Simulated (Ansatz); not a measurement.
Competing hops of B vacancy in zinc-blende BAs, charge state -3

Defect migration in zinc-blende BAs: B vacancy, charge state -3. All values below come from PBE, PAW (plane waves to 420 eV; Ansatz, a program for electronic structure).

Cell of 64 host sites held at the relaxed PBE lattice; one k-point at (0.250, 0.250, 0.250); Fermi-Dirac width 0.01 eV, spin-restricted; finite-size errors left in. Static, classical nuclei. The charge state is imposed; whether it is stable for some Fermi level was not computed. Forms of the defect that were not tried may lie lower.

Barriers: single points on a 2×2×2 k-point mesh shifted by half a step at the bands' geometries (they differ from the bands' own by up to 0.08 eV, and are uncertain by about as much).

| Route | Start site over the lowest site run (eV) | Hop (Å) | Forward barrier (eV) | Backward barrier (eV) | Neighbours at the start | Neighbours at the saddle | Saddle order | Forward, on the band's own sampling (eV) |
|---|---|---|---|---|---|---|---|---|
| a nearby B atom hops onto the vacant site | 0.00 | 3.40 | 3.09 | 3.09 | As at 2.06, As at 2.08, 2 As at 2.10 Å | As at 1.92, 2 As at 2.38, 2 As at 2.42 Å | not checked | 3.17 |

Paths come from climbing-image nudged elastic band runs.
